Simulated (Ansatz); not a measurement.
We consider BAs (model structure, started from the BeO type, P4₂/mnm, No. 136, 8 atoms in the cell), described by PBEsol (PAW; Ansatz, a first-principles code).

Run with plane-wave cutoff 520 eV, 6×6×10 k mesh (along the axes of the cell as run), Fermi–Dirac smearing 0.01 eV, scalar-relativistic PAW data made under PBE.

Cell (relaxed at this level):

Space group P4₂/mnm (No. 136); a = 5.8373 Å, b = 5.8373 Å, c = 3.3618 Å, α = 90.00°, β = 90.00°, γ = 90.00°

| atom | site | symmetry | x | y | z |
|---|---|---|---|---|---|
| B | 4g | m.2m | 0.1773 | 0.1773 | 0.5000 |
| As | 4f | m.2m | 0.3184 | 0.3184 | 0.0000 |

**Question.** What does this level give for the band gap and smallest direct gap on the k points sampled?

**Answer.** 
* **band gap**: 0.61 eV (indirect)
* **smallest direct gap on the k points sampled**: 1.08 eV

Note: the relaxation could raise the start's symmetry but not lower it, so the cell can be a saddle point.

Spin–orbit coupling is not included.

Computed values are for the static lattice.

Computing time: very roughly 25 core-seconds.

A model structure was made by putting elements into a prototype or built by hand; it is no filed structure, need not be a known phase, and can be a saddle point held by its symmetry.
